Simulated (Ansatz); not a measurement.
A Cl-capped Ge nanowire along [110], 8 atoms a period besides the caps, stretched and compressed along its axis from its relaxed period of 4.168 Å, atoms relaxed at each length.

These are PBE (plane waves to 420 eV, PAW; Ansatz, an electronic-structure program) values and carry that method's errors. Mesh 1×1×8. No spin polarisation. It repeats along c; a and b span vacuum. An idealised model, cut from the bulk lattice. It keeps the symmetry and period of its start, so it need not be a minimum against all distortions. Values not marked SOC lack spin–orbit coupling. Buckling under compression is shut out by symmetry and the short period. Energies are free energies at a Fermi–Dirac width of 0.02 eV, from the unstrained cell.

| strain (%) | energy (meV a period) | axial force (nN) | PBE gap (eV) |
|---|---|---|---|
| -3.0 | +72 | -1.91 | 0.81 |
| -1.5 | +17 | -0.91 | 0.79 |
| 0.0 | 0 | 0.00 | 0.74 |
| +1.5 | +16 | +0.82 | 0.67 |
| +3.0 | +63 | +1.54 | 0.59 |
| +6.0 | +233 | +2.76 | 0.41 |

The slope of the force at zero strain is 57 nN.
